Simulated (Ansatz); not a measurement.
# A computed series for WS2: pressure series

The parent structure is WS₂ (space group P6_3/mmc, No. 194; a = 3.154 Å, c = 12.141 Å; layered, stacked along the Cartesian z axis).

Cell and atoms are relaxed at each pressure.

Computed with DFT with PBE-D3(BJ), PAW potentials and a 420 eV plane-wave cutoff in Ansatz (a quantum-chemistry and plane-wave program), scalar-relativistic without spin-orbit coupling.

Notes on the quantities. enthalpy: H = E + PV relative to the base's energy.

```tsv
case	width of the top valence band	band gap	volume per atom	smallest direct gap	enthalpy
base	1.88 eV	0.88 eV	17.43 Å³	1.83 eV	–
pressure −2 GPa	1.72 eV	1.13 eV	___	1.80 eV	-0.22 eV/atom
pressure −1 GPa	___	0.98 eV	17.83 Å³	1.81 eV	-0.11 eV/atom
pressure 0.3 GPa	1.90 eV	0.86 eV	17.33 Å³	1.84 eV	+0.03 eV/atom
pressure 0.7 GPa	1.91 eV	0.84 eV	17.21 Å³	1.84 eV	+0.08 eV/atom
pressure 1.5 GPa	1.95 eV	0.78 eV	16.99 Å³	1.86 eV	+0.16 eV/atom
pressure 3 GPa	2.00 eV	0.70 eV	___	1.89 eV	+0.32 eV/atom
pressure 5 GPa	2.07 eV	0.61 eV	16.26 Å³	1.93 eV	+0.52 eV/atom
pressure 7.5 GPa	2.13 eV	0.51 eV	15.87 Å³	1.94 eV	+0.77 eV/atom
pressure 10 GPa	2.19 eV	0.42 eV	15.54 Å³	1.81 eV	+1.02 eV/atom
```

### Question
What belongs in the blanks?

### Answer

- pressure −2 GPa, volume per atom: 18.50 Å³
- pressure −1 GPa, width of the top valence band: 1.82 eV
- pressure 3 GPa, volume per atom: 16.64 Å³

Spin-orbit coupling, missing from the scalar runs, can matter with W. Load acts through the strain it causes; cell and atoms are relaxed under it. Whether these cells are dynamically stable was not tested. Competing high-pressure phases were not computed.
